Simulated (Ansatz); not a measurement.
Take Te in the diamond structure (space group Fd-3m, No. 227; a = 7.1853 Å; a hypothetical phase, not in the database extracts checked) as the base.

(Cell as relaxed with PBE.)

Levels (all Ansatz, a quantum-chemistry and plane-wave program, PAW): PBE (420 eV, without spin-orbit coupling); PBEsol (420 eV, no spin-orbit coupling).

Each level relaxes its own structure.

```json
[
 {"base": "volume per atom", "PBE": "46.37 Å³", "PBEsol": "44.00 Å³"},
 {"base": "lattice parameter a", "PBE": "7.185 Å", "PBEsol": "7.061 Å"},
 {"base": "band gap", "PBE": "zero", "PBEsol": "zero"}
]
```

The change: a hydrostatic pressure of 7.5 GPa.

| quantity | PBE | PBEsol |
|---|---|---|
| lattice parameter a | 6.748 Å | 6.665 Å |
| band gap | zero | zero |

PBE's lattice parameter a lies 0.083 Å above PBEsol's (1.2 %); the two agree on the band gap. Neither level is exact; PBEsol is the comparison here, not a measurement.

Load acts through the strain it causes; cell and atoms are relaxed under it. Whether these cells are dynamically stable was not tested. Competing high-pressure phases were not computed.
